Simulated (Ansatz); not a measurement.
The starting structures come from a database of crystals and need not be the phases stable at ambient conditions.

Inside the gap of an insulator the Bloch states are evanescent, with a wavenumber k + iκ along the transport direction.

Given:

```yaml
crystal:
  lattice:
    - [6.60799, 0.00000, 0.00000]
    - [1.36130, 6.46625, 0.00000]
    - [1.66696, 1.35256, 5.42540]
  atoms:
    - { symbol: Li, position: [0.08044, 0.91956, 0.75000] }
    - { symbol: Li, position: [0.91956, 0.08044, 0.25000] }
    - { symbol: Li, position: [0.72313, 0.27687, 0.75000] }
    - { symbol: Li, position: [0.27687, 0.72313, 0.25000] }
    - { symbol: V, position: [0.18936, 0.37970, 0.73586] }
    - { symbol: V, position: [0.81064, 0.62030, 0.26414] }
    - { symbol: V, position: [0.62030, 0.81064, 0.76414] }
    - { symbol: V, position: [0.37970, 0.18936, 0.23586] }
    - { symbol: O, position: [0.67878, 0.61560, 0.58041] }
    - { symbol: O, position: [0.32122, 0.38440, 0.41959] }
    - { symbol: O, position: [0.38440, 0.32122, 0.91959] }
    - { symbol: O, position: [0.61560, 0.67878, 0.08041] }
    - { symbol: O, position: [0.00127, 0.77815, 0.16234] }
    - { symbol: O, position: [0.99873, 0.22185, 0.83766] }
    - { symbol: O, position: [0.22185, 0.99873, 0.33766] }
    - { symbol: O, position: [0.77815, 0.00127, 0.66234] }
    - { symbol: O, position: [0.07694, 0.62734, 0.72302] }
    - { symbol: O, position: [0.92306, 0.37266, 0.27698] }
    - { symbol: O, position: [0.37266, 0.92306, 0.77698] }
    - { symbol: O, position: [0.62734, 0.07694, 0.22302] }
```

Space group of this cell: C2/c. The cell is taken as given; by r2SCAN its mean pressure is -2.0 GPa.

Transport runs along the normal of the first two printed cell vectors.

The gap is the functional's own, uncorrected, and κ follows it; spin-orbit coupling is left out. Mid-gap values are interpolated between the computed energies.

**Question.** Predict the band gap and the smallest decay constant κ at mid-gap from r2SCAN in Ansatz (a first-principles code).

**Answer.** Gap 3.31 eV on a 6×6×6 mesh; κ = 0.527 1/Å, at the zone centre.
